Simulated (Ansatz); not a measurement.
# Cs2AgBiF6: response to strain

Take Cs₂AgBiF₆ (space group Fm-3m, No. 225; a = 9.359 Å; a cell from a computed database, its experimental status unchecked) as the base. Axes: x, y, z lie along the cube axes.

Strains are applied to the cell and any free atomic positions relax; under biaxial strain the out-of-plane vector relaxes too.

Computed with DFT with r2SCAN, PAW potentials and a 500 eV plane-wave cutoff in Ansatz (an electronic-structure program), without spin-orbit coupling.

Candidates:
(a) uniaxial strain ε_zz = −1.82 %
(b) biaxial strain −1.14 %, plane normal [111], relaxed out of plane
(c) biaxial strain −1.58 %, plane normal [001], relaxed out of plane
(d) biaxial strain +3.26 %, plane normal [001], relaxed out of plane

Notes on the quantities. energy relative to the base: free energy F.

Order them by energy relative to the base, lowest first.

(b) biaxial strain −1.14 %, plane normal [111], relaxed out of plane (+0.7 meV/atom), (a) uniaxial strain ε_zz = −1.82 % (+1.6 meV/atom), (c) biaxial strain −1.58 %, plane normal [001], relaxed out of plane (+2.4 meV/atom), (d) biaxial strain +3.26 %, plane normal [001], relaxed out of plane (+7.7 meV/atom)

Stability against distortions was not tested.
